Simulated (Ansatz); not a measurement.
Worked example: self-consistent single point of AlTc₂ (I4mm, 3 atoms in the cell) in Ansatz (an electronic-structure program).

Computed with PBEsol, default PAW files made with PBE (plane waves; Ansatz).

```yaml
crystal:
  lattice:
    - [-1.48306, 1.48306, 4.70677]
    - [1.48306, -1.48306, 4.70677]
    - [1.48306, 1.48306, -4.70677]
  atoms:
    - { symbol: Al, position: [0.00531, 0.00531, 0.00000] }
    - { symbol: Tc, position: [0.66991, 0.66991, 0.00000] }
    - { symbol: Tc, position: [0.33009, 0.33009, 0.00000] }
```

Reference input (self-consistent single point, DFT, PBEsol, plane waves, default PAW files made with PBE): basis.ecutwfc = 500 eV; kpoints.mp_grid.grid = 13 13 13; hamiltonian.xc = pbesol; hamiltonian.pseudopotentials = {kind: paw} (the program's default PAW files); scf.occupations.method = fermi_dirac; scf.occupations.width = 0.1 eV. This run's input differs from it in these lines:

Ansatz 0.2 input:
```diff
@@ -12,3 +12,3 @@
 kpoints:
-  mp_grid: { grid: [13, 13, 13] }
+  mp_grid: { grid: [17, 17, 17] }
 hamiltonian:
@@ -17,3 +17,3 @@
 scf:
-  occupations: { method: fermi_dirac, width: 0.1 }
+  occupations: { method: fermi_dirac, width: 0.02 }
 output:
```

Output (repeated stretches shortened):

```
SCF iter   1: F=—  HF=-11201.571676 eV  |F-HF|=—  |Δ(HF+E_count)|=         —  Δρ=5.12e-2  dr2=1.18e0  ethr=3.10e-3  ⟨swp⟩=5.4  Hψ=34308  notcnv=0
all-band conjugate gradients solve this SCF's bands
preconditioner: auto → Kerker (q_TF=auto, 2.627 Å⁻¹)
SCF iter   2: F=—  HF=-11201.280353 eV  |F-HF|=—  |Δ(HF+E_count)|=   2.91e-1  Δρ=2.80e-2  dr2=4.35e-1  ethr=3.10e-3  ⟨swp⟩=2.0  Hψ=13458  notcnv=0  defer=64
   [... lines left out ...]
SCF iter   4: F=—  HF=-11201.107184 eV  |F-HF|=—  |Δ(HF+E_count)|=   1.19e-2  Δρ=1.08e-3  dr2=5.10e-4  ethr=9.60e-5  ⟨swp⟩=2.1  Hψ=13858  notcnv=0  defer=63
SCF iter   5: F=—  HF=-11201.106921 eV  |F-HF|=—  |Δ(HF+E_count)|=   2.63e-4  Δρ=1.86e-4  dr2=1.67e-5  ethr=1.55e-6  ⟨swp⟩=2.1  Hψ=12268  notcnv=0  defer=60
SCF iter   6: F=—  HF=-11201.106919 eV  |F-HF|=—  |Δ(HF+E_count)|=   2.26e-6  Δρ=3.22e-5  dr2=3.91e-7  ethr=5.05e-8  ⟨swp⟩=2.0  Hψ=11819  notcnv=0  defer=60
SCF iter   7: F=-11201.106919 eV  HF=-11201.106919 eV  |F-HF|=1.00e-8  |Δ(HF+E_count)|=   1.42e-7  Δρ=6.29e-6  dr2=1.68e-8  ethr=3.03e-10  ⟨swp⟩=5.5  Hψ=32023  notcnv=0
SCF 1 converged in 7 iterations: F = -11201.106919 eV  dr2 = 1.68e-8
Free energy (F): -11201.106919 eV
Internal energy: -11201.104716 eV  (E = F + TS)
E sigma→0 (E₀):  -11201.105817 eV
Entropy (-TS):   -0.002203 eV (-0.734 meV/atom)
Fermi energy:    18.627248 eV
--- Forces (eV/Å), atoms counted from 1 ---
  atom   1  Al     0.00000000     0.00000000    -0.51944878
  atom   2  Tc     0.00000000     0.00000000     0.12338930
  atom   3  Tc     0.00000000     0.00000000     0.39606509
--- Stress (GPa, compression-positive) ---
       -0.935427      -0.000000       0.000000
       -0.000000      -0.935427       0.000000
        0.000000       0.000000       0.597147
  P = ⅓ Tr σ = -0.4246 GPa (-4.246 kbar)
  The stress holds the Pulay correction. Without it, at fixed plane waves, as pw.x and ABINIT print it: P = -0.4399 GPa
```

The run converged in 7 iterations. Against the reference run the free energy goes up by 8.3 meV/atom, the pressure goes from -0.29 to -0.42 GPa and the largest force stays at 0.519 eV/Å.

The starting cell comes from a database of computed structures (which also holds hypothetical and non-ambient phases and stackings), without a prior relaxation at this level. Its lattice was rescaled by up to half a per cent. One atom was moved a little off its site on purpose. Spin polarisation is off. Ansatz's pressure includes its estimate of the finite-basis (Pulay) stress.

Cost on one core of a shared machine: roughly 40 s.
